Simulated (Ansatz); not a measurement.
The cell is built on a prototype and need not be the phase stable at ambient conditions.

Tunnelling through a barrier is set by its complex band structure: the current falls as exp(−2κd) with the smallest κ.

Here is the system:

```xyz
4
Lattice="4.1473 0.0000 0.0000 0.0000 6.9137 0.0000 0.0000 3.4569 3.4569" Properties=species:S:1:pos:R:3 pbc="T T T"
Mg     3.8494     5.1853     1.7284
Mg     0.2979     1.7284     1.7284
S      0.0000     0.0000     0.0000
S      0.0000     3.4569     0.0000
```

Space group of this cell: P4/nmm. The cell was relaxed by PBE-D3(BJ); by r2SCAN its mean pressure is 0.9 GPa.

Transport runs along the normal of the first two printed cell vectors.

The gap is the functional's own. No spin-orbit coupling. Mid-gap values are interpolated on the energy grid.

Question: Predict the band gap and the smallest decay constant κ at mid-gap from r2SCAN run with Ansatz (a first-principles code).

Answer: Gap 2.08 eV on a 8×10×10 mesh; κ = 0.197 1/Å, at the zone centre.
